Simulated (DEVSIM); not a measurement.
Device: illuminated Si p-on-n cell, one wavelength, with a back-surface field, at 350 K.

| layer (left to right) | material | thickness (μm) | Nd (cm⁻³) | Na (cm⁻³) | τn (s) | τp (s) | absorption coefficient (cm⁻¹) |
|---|---|---|---|---|---|---|---|
| 1 | Si | 0.300 | - | 1.9e19 | 3.1e-6 | 4.8e-7 | 21000 |
| 2 | Si | 170 | 1e16 | - | 4e-6 | 4e-6 | 21000 |
| 3 | Si | 0.520 | 4.9e18 | - | 4e-6 | 4e-6 | 21000 |

Left contact: ohmic, minority electron recombination velocity 1e5 cm/s. Right contact: ohmic, minority hole recombination velocity 2000 cm/s. Voltage is applied to the left contact. Recombination: SRH at mid-gap, radiative, Auger. Light enters at the left, 3.9e16 photons cm⁻² s⁻¹, one pass, no reflection. Mobility is constant in doping. Where it depends on doping, it is μmin + (μ − μmin)/(1 + (N/Nref)^α).

Constants are typed, rounded textbook-type inputs, not results; the design itself was drawn at random and stands for no fabricated device. Values at 300 K; Nc and Nv go as T^1.5, mobilities as T to minus their exponent, the gap by Varshni's rule with the affinity fixed. The table also holds parameters that only a changed run uses.

| parameter | Si |
|---|---|
| gap (eV) | 1.124 |
| affinity (eV) | 4.05 |
| permittivity | 11.7 |
| Nc (cm⁻³) | 2.86e19 |
| Nv (cm⁻³) | 3.1e19 |
| μn (cm²/Vs) | 1417 |
| μp (cm²/Vs) | 470 |
| μn,min | 52 |
| μp,min | 45 |
| Nref,n | 9.7e16 |
| Nref,p | 2.2e17 |
| αn | 0.68 |
| αp | 0.72 |
| T exponent of μn | 2.3 |
| T exponent of μp | 2.2 |
| B (cm³/s) | 4.7e-15 |
| Cn (cm⁶/s) | 2.8e-31 |
| Cp (cm⁶/s) | 9.9e-32 |
| Varshni α (eV/K) | 0.000473 |
| Varshni β (K) | 636 |

Model (solved in DEVSIM): 1D drift-diffusion, Boltzmann statistics, complete ionisation; no tunnelling, impact ionisation, image-force lowering or self-heating.

Base results: short-circuit current (mA/cm²) 6.08; share of generated pairs collected at short circuit 0.973; fill factor 0.76; open-circuit voltage (V) 0.431.

Q: What follows from this one change: minority lifetime in layer 2 4e-06 → 1.2e-07 s?

A: short-circuit current 6.08 → 6.02 mA/cm²; share of generated pairs collected at short circuit 0.973 → 0.964; fill factor 0.76 → 0.73; open-circuit voltage 0.431 → 0.378 V.

Q: What follows from this one change: photon flux 3.9e+16 → 1.2e+18 cm^-2 s^-1?

A: short-circuit current 6.08 → 187 mA/cm²; share of generated pairs collected at short circuit little changed (0.973); fill factor 0.76 → 0.78; open-circuit voltage 0.431 → 0.537 V.

Q: What follows from this one change: doping-dependent mobility in place of the constant one?

A: short-circuit current 6.08 → 5.32 mA/cm²; share of generated pairs collected at short circuit 0.973 → 0.852; fill factor little changed (0.76); open-circuit voltage little changed (0.429 V).
